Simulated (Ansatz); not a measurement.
**Fermi-surface data of NiSi2 under load (space group Immm)**

Given:

```
NiSi2
1.0
   -0.01555     2.67971     2.71633
    2.67971    -0.01555     2.71633
    2.66415     2.66415     0.00000
Si Ni
2 1
Direct
  0.25133   0.25133   0.24867
  0.74867   0.74867   0.75133
  0.00000   0.00000   0.00000
```

Calculation: PBEsol, rigid bands (plane waves, PAW, scalar-relativistic; Ansatz, a first-principles code). Condition of this run: uniaxial stress along [110] of 2 GPa (compression positive) (the target of the relaxation). Geometry: cell and atoms relaxed with PBEsol, then loaded as said.

The density of states at the Fermi level comes out as 0.867 states/(eV·cell), both spins, the bare Sommerfeld coefficient is 0.68 mJ/(mol of atoms·K²) and the drude plasma energy comes out as 5.5 eV. The root-mean-square Fermi velocity is 7.2e5 m/s and the resistivity times τ is 16.3 (x), 16.3 (y), 15.6 (z) ×10⁻²² Ω·m·s.

A metal at this level (no band gap); rigid bands, thermally averaged at 300 K, both spins. Spin-orbit coupling is left out. τ is one relaxation time for all states.

Treated as nonmagnetic (a ferromagnetic start lost its moment, other orders weren't tried): NiSi2 under load (space group Immm).
